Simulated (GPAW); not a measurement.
Troubleshooting GPAW: a failed run on YMg7 (P-6m2, 8 atoms in the cell). The aim is a self-consistent single point with DFT PBEsol, plane waves, GPAW PAW datasets PBEsol (made by gpaw-setup).

Cell that was meant: a = 6.5861 Å, b = 6.5861 Å, c = 5.1544 Å, α = 90.00°, β = 90.00°, γ = 120.00°.

Part of the input:

```python
            nbands=-16,
            convergence={'density': 1e-05},
            symmetry={'symmorphic': False, 'tolerance': 0.0005},
            maxiter=5,
            txt='-')

atoms.calc = calc
```

The program printed (abridged):

```
     iter     time        total  log10-change:
                         energy   eigst   dens
iter:   1 --:--:--   -17.983000
iter:   2 --:--:--   -18.030677   -0.41  -1.48
iter:   3 --:--:--   -17.876764   -1.46  -1.52
iter:   4 --:--:--   -17.856295   -2.35  -1.71
iter:   5 --:--:--   -17.847429c  -2.13  -1.80

Did not converge!

Here are some tips:

1) Make sure the geometry and spin-state is physically sound.
2) Use less aggressive density mixing.
3) Solve the eigenvalue problem more accurately at each scf-step.
4) Use a smoother distribution function for the occupation numbers.
5) Try adding more empty states.
6) Use enough k-points.
7) Don't let your structure optimization algorithm take too large steps.
8) Solve the Poisson equation more accurately.
9) Better initial guess for the wave functions.

See details here:

    https://gpaw.readthedocs.io/documentation/convergence.html
Traceback (most recent call last):
   [... frames left out ...]
gpaw.KohnShamConvergenceError: Did not converge!  See text output for help.
```

Problem. Diagnose the run.

Solution. The fault is an iteration limit that is too low. The loop is cut before its threshold is met, so whatever is printed at the end is not self-consistent. To fix it, raise the limit, or leave it to the default. The run ended unconverged after 5 iterations.

An input that runs soundly differs in these lines (not the only fix; some lines may just follow from the change or write a value another way):
```diff
-            maxiter=5,
+            maxiter=120,
```

With that input, the run converged in 24 iterations: free energy E − TS (from the program's reference atoms) -17.9060 eV; Fermi level (on the code's own zero) 3.93 eV; pressure -0.45 GPa; largest force (vector length) 0.053 eV/Å (DFT PBEsol, plane waves, GPAW PAW datasets PBEsol (made by gpaw-setup)).

On the sound input: the starting cell comes from a database of computed structures (which also holds hypothetical and non-ambient phases and stackings), without a prior relaxation at this level. Without a gap this mesh is coarse (it stands for a supercell whose shortest vector is 15 Å).
